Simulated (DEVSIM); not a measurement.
System: Ti/HfO2/n-Si capacitor, at 300 K.

Layer 1 from the left is HfO2, thickness (nm) 6.60. Layer 2 from the left is Si, thickness (nm) 650, Nd (cm⁻³) 7.8e17.

Metal gate on the left, work function 4.33 eV. Fixed charge at the semiconductor interface 0 cm⁻² (in units of +e); no interface traps.

Constants are typed, rounded textbook-type inputs, not results; the design itself was drawn at random and stands for no fabricated device. Values at 300 K.

HfO2: gap (eV) 5.7, affinity (eV) 2.5, permittivity 22. Si: gap (eV) 1.124, affinity (eV) 4.05, permittivity 11.7, Nc (cm⁻³) 2.86e19, Nv (cm⁻³) 3.1e19.

Model (solved in DEVSIM): 1D Poisson equation in equilibrium, Boltzmann statistics, complete ionisation; no quantum confinement or tunnelling. Metal contacts follow the ideal Schottky-Mott rule: no Fermi-level pinning, no interface dipoles.

What does the simulation give for the threshold voltage (band bending 2φF)?

threshold voltage (band bending 2φF) -0.92 V.
